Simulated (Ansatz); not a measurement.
Variants of one calculation on TiO (P4_2/mmc, 4 atoms in the cell)

```xyz
4
Lattice="3.1219 0.0000 0.0000 0.0000 3.1219 0.0000 0.0000 0.0000 5.4970" Properties=species:S:1:pos:R:3 pbc="T T T"
Ti     0.0000     1.5609     0.0000
Ti     1.5609     0.0000     2.7485
O      0.0000     0.0000     1.3743
O      0.0000     0.0000     4.1228
```

Base run A: PBE (Ansatz, a first-principles code), self-consistent single point.

Its settings: basis.ecutwfc = 420 eV; kpoints.mp_grid.grid = 6 6 3; hamiltonian.xc = pbe; hamiltonian.pseudopotentials = {kind: paw} (the program's default PAW files); scf.occupations.method = gaussian; scf.occupations.width = 0.272 eV.

The starting cell was generated: these elements placed on a structure prototype, without a prior relaxation; it need not be a known phase or ordering of this composition. Spin polarisation is off, so a magnetic state, if there is one, cannot be reached. In the base run, with a pressure of about -12 GPa the cell is away from its equilibrium volume at this level. Ansatz's pressure includes its estimate of the finite-basis (Pulay) stress. Without a gap this mesh is coarse (it stands for a supercell whose shortest vector is 16 Å).

ΔF is the free energy per atom less that of run A. 

```tsv
run	change	ΔF (meV/atom)	pressure (GPa)	k-points	valence electrons
A	base	0.00	-12.35	20	36
B	crystal.symmetry.detect: default → false	0.00	-12.35	56	36
C	2 x 2 x 1 supercell at the zone centre alone; kpoints.mp_grid.grid: 6 6 3 → 1 1 1	-179.5	-15.91	1	144
D	kpoints.mp_grid.grid: 6 6 3 → 5 5 3; kpoints.mp_grid.shift: default → 0.5 0.5 0.5	10.8	-12.13	12	36
E	parallel starting moments (1.5 1.5 0 0 μB); magnetization.spin_polarized: default → true	-2.2	-12.03	20	36
F	scf.occupations.width: 0.272 eV → 0.1 eV	23.8	-12.66	20	36
G	kpoints.mp_grid.grid: 6 6 3 → 4 4 3; scf.occupations.width: 0.272 eV → 0.1 eV	9.8	-12.70	12	36
H	basis.precision: default → f64	0.00	-12.35	20	36
I	scf.mixing.preconditioner: default (the program chose Kerker) → resta; scf.mixing.eps_inf: default → 10	0.00	-12.35	20	36
J	scf.mixing.algorithm: default (the program chose MSR1) → msr1	0.00	-12.35	20	36
```

Run G against A: The free energy goes up by 9.8 meV/atom and the pressure goes from -12.35 to -12.70 GPa.

Run C against A: The free energy drops by 180 meV/atom and the pressure goes from -12.35 to -15.91 GPa.

Keys are those of Ansatz 0.2.
